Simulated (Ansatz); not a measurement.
The starting structures come from a database of crystals and need not be the phases stable at ambient conditions.

The decay constant κ of evanescent states in the gap governs leakage through a thin film.

Here is the system:

```
CELL_PARAMETERS angstrom
      3.99425     0.00000     0.00000
      0.00000     8.67908     0.00000
      1.99712     0.00000     6.83391
ATOMIC_POSITIONS crystal
  Ag 0.00000 0.50000 0.00000
  Ag 0.00000 0.00000 0.00000
  Bi 0.71303 0.75000 0.57394
  Bi 0.28697 0.25000 0.42606
  S  0.08124 0.75000 0.83753
  S  0.91876 0.25000 0.16247
  Cl 0.34232 0.56437 0.31536
  Cl 0.65768 0.43563 0.68464
  Cl 0.65768 0.06437 0.68464
  Cl 0.34232 0.93563 0.31536
```

Space group of this cell: Cmcm. The cell was relaxed by PBE-D3(BJ); by r2SCAN its mean pressure is 1.0 GPa.

Transport runs along the normal of the first two printed cell vectors.

No gap correction and no spin-orbit coupling; mid-gap values are interpolated between computed energies.

Q: Compute, with r2SCAN (Ansatz, a quantum-chemistry and plane-wave program), the band gap and the smallest decay constant κ at mid-gap.

A: Gap 1.41 eV on a 8×4×8 mesh; κ = 0.246 1/Å, at (0.000, 0.250) of the in-plane reciprocal vectors. At the zone centre, at the nearest computed energy, the slowest state has κ = 0.25 1/Å.
